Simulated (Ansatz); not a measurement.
Consider the following.

```yaml
crystal:
  lattice:
    - [0.00000, 2.68934, 2.68934]
    - [2.68934, 0.00000, 2.68934]
    - [2.68934, 2.68934, 0.00000]
  atoms:
    - { symbol: Ga, position: [0.00000, 0.00000, 0.00000] }
    - { symbol: As, position: [0.25000, 0.25000, 0.25000] }
```

Calculation: PBEsol, rigid bands (plane waves, PAW, scalar-relativistic; Ansatz, a quantum-chemistry and plane-wave program). Condition of this run: hydrostatic pressure 15 GPa (the target of the relaxation). Cell: cell and atoms relaxed with PBEsol, then loaded as said.

Q: What conductivity effective mass do dilute electrons have at 300 K?

A: 0.33 mₑ.

Q: And the band gap?

A: 1.03 eV at this level; semilocal functionals usually fall short of the measured gap.

Rigid bands, one relaxation time for all states, no polarons. Spin-orbit coupling is left out; where it splits the top of the valence band it changes the hole mass and lowers the gap by about a third of the splitting.
